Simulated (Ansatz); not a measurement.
The starting structures come from a database of crystals and need not be the phases stable at ambient conditions.

Inside the gap of an insulator the Bloch states are evanescent, with a wavenumber k + iκ along the transport direction.

Input:

```
CELL_PARAMETERS angstrom
      3.91372     0.00000     0.00000
      0.00000     6.45439     0.00000
      1.95686     0.00000     3.38938
ATOMIC_POSITIONS crystal
  Ga 0.33333 0.00002 0.33333
  Ga 0.66667 0.50002 0.66667
  As 0.33333 0.62598 0.33333
  As 0.66667 0.12598 0.66667
```

Space group of this cell: P6_3mc, wurtzite. The cell is strained (all lengths scaled by 0.98); by r2SCAN its mean pressure is 5.0 GPa.

Transport runs along the normal of the first two printed cell vectors, the (100) plane of the conventional cell.

No gap correction and no spin-orbit coupling; mid-gap values are interpolated between computed energies.

Problem. Predict the band gap and the smallest decay constant κ at mid-gap from r2SCAN run with Ansatz (a program for electronic structure).

Solution. Gap 1.24 eV on a 10×6×10 mesh; κ = 0.083 1/Å, at the zone centre.
